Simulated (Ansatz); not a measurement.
Take TiC in the rock salt structure (space group Fm-3m, No. 225; a = 4.333 Å; relaxed with 0.1 eV smearing) as the base.

(Cell as relaxed with PBE.)

Levels (all Ansatz, a first-principles code, PAW): PBE (420 eV, no spin-orbit coupling); PBEsol (420 eV, without spin-orbit coupling).

Each level relaxes its own structure.

```json
[
 {"base": "volume per atom", "PBE": "10.17 Å³", "PBEsol": "9.89 Å³"},
 {"base": "lattice parameter a", "PBE": "4.333 Å", "PBEsol": "4.293 Å"},
 {"base": "band gap", "PBE": "zero", "PBEsol": "zero"}
]
```

Perturbation: an isotropic linear strain of +4.47 %, atoms relaxed at fixed cell.

| quantity | PBE | PBEsol |
|---|---|---|
| pressure | -25.2 GPa | [?] |
| energy relative to the base (free energy F) | +125 meV/atom | [?] |
| band gap | zero | [?] |

**Question.** Predict the PBEsol column.

**Answer.** 
- pressure, PBEsol: -26.9 GPa
- energy relative to the base (free energy F), PBEsol: +130 meV/atom
- band gap, PBEsol: zero

PBE's pressure lies 1.7 GPa above PBEsol's; PBE's energy relative to the base lies 4.9 meV/atom below PBEsol's; the two agree on the band gap. Neither level is exact; PBEsol is the comparison here, not a measurement.

Stability against distortions was not tested. The base started in Pnma and relaxed to Fm-3m at this level. All final runs are without spin polarisation.
